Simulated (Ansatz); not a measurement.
Consider Sr in the fcc (Cu type) structure (space group Fm-3m, No. 225; a = 5.923 Å).

It is then changed as follows: a hydrostatic pressure of 10 GPa.

Levels (all Ansatz, an electronic-structure program, PAW): PBEsol (420 eV, spin-orbit coupling left out); r2SCAN (500 eV, no spin-orbit coupling).

The geometry is relaxed with PBEsol.

```
Item               Result
---------------  --------
PBEsol pressure  10.0 GPa
```

**Question.** Predict the pressure from r2SCAN.

**Answer.** The pressure grows by 2.7 GPa to 12.7 GPa.

Single points use the geometry relaxed with PBEsol. Their cutoffs differ, which shifts pressures a little. Load acts through the strain it causes; cell and atoms are relaxed under it. Stability against distortions was not tested. Measured, Sr leaves this structure (for bcc) near 3.5 GPa (temperature not stated; as listed in Olga Degtyareva, NATO science for peace and security series. B, Physics and biophysics (2010)).
